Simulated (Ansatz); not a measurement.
Take In3SbTe2 (space group Immm, No. 71; a = 4.406 Å, b = 6.210 Å, c = 13.246 Å; a cell from a computed database, its experimental status unchecked) as the base.

Calculations: PBE (Ansatz, a program for electronic structure), no spin-orbit coupling.

Base values:

| Item | Value |
|---|---|
| Volume per atom | 30.20 Å³ |
| Band gap | zero |

Now apply this change: cell and atoms relaxed at a pressure of 3 GPa.

**Question.** What does the calculation give for the volume per atom after the change?

**Answer.** The volume per atom shrinks by 1.76 Å³, from 30.20 Å³ to 28.44 Å³.

**Question.** How does this affect the band gap?

**Answer.** The band gap stays zero.

Load acts through the strain it causes; cell and atoms are relaxed under it. Whether these cells are dynamically stable was not tested. All final runs are without spin polarisation.
